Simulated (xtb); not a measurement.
xtb 6.7.1, GFN1-xTB: CSc1sc(-c2ccc(-c3sccc3F)[se]2)c2c1OCCO2, 33 atoms. The geometry is a generated start, not checked to be a minimum at this level.

```json
{
 "method": "GFN1-xTB",
 "--acc": "1 (default)",
 "--etemp (K)": "300 (default)",
 "detailed input (--input)": "none: ANC optimiser, Lindh (1995) Hessian, microcycle=20, maxdispl=1.0, hlow=0.01 (default)",
 "basis_functions": "134",
 "valence_electrons": "114"
}
```

The structure is relaxed from this start with --opt LEVEL for the levels crude, sloppy, loose, lax, normal, tight, vtight, extreme, once each. Up to the end of the extreme run atoms move by at most 1.3 Å along an axis.

Task: Choose the cheapest level whose final energy lies within 1 meV of that of extreme.

Result: normal: 67 cycles against 94, ending 0.48 meV above.

```json
[
 {"level": "crude", "cycles": "26", "energy above the extreme run (meV)": "56", "gradient norm (eV/Å)": "0.28"},
 {"level": "sloppy", "cycles": "28", "energy above the extreme run (meV)": "51", "gradient norm (eV/Å)": "0.17"},
 {"level": "loose", "cycles": "32", "energy above the extreme run (meV)": "45", "gradient norm (eV/Å)": "0.16"},
 {"level": "lax", "cycles": "60", "energy above the extreme run (meV)": "1.9", "gradient norm (eV/Å)": "0.12"},
 {"level": "normal", "cycles": "67", "energy above the extreme run (meV)": "0.48", "gradient norm (eV/Å)": "0.033"},
 {"level": "tight", "cycles": "75", "energy above the extreme run (meV)": "0.11", "gradient norm (eV/Å)": "0.016"},
 {"level": "vtight", "cycles": "88", "energy above the extreme run (meV)": "under 0.01", "gradient norm (eV/Å)": "0.0034"},
 {"level": "extreme", "cycles": "94", "energy above the extreme run (meV)": "—", "gradient norm (eV/Å)": "0.0018"}
]
```
